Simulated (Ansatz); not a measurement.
# Hf: response to strain

Base system: Hf in the hcp (Mg type) structure (space group P6_3/mmc, No. 194; a = 3.198 Å, c = 5.049 Å; relaxed with 0.1 eV smearing).

Strains are applied to the cell and any free atomic positions relax.

Computed with r2SCAN/PAW in Ansatz (an electronic-structure program), no SOC.

Notes on the quantities. pressure: mean of the normal stresses, compression positive; energy relative to the base: free energy F.

```
case                      pressure  volume per atom  energy relative to the base
------------------------  --------  ---------------  ---------------------------
base                       0.0 GPa         22.36 Å³                   0 meV/atom
isotropic strain +0.50 %  -1.6 GPa         22.70 Å³                +1.7 meV/atom
isotropic strain +1.00 %  -3.1 GPa         23.04 Å³                +6.8 meV/atom
isotropic strain +1.50 %  -4.6 GPa         23.38 Å³                 +15 meV/atom
isotropic strain +2.00 %  -5.9 GPa         23.73 Å³                 +26 meV/atom
isotropic strain +2.50 %  -7.2 GPa         24.08 Å³                 +41 meV/atom
isotropic strain +3.00 %  -8.4 GPa         24.44 Å³                 +58 meV/atom
```

Stability against distortions was not tested. All final runs are without spin polarisation.
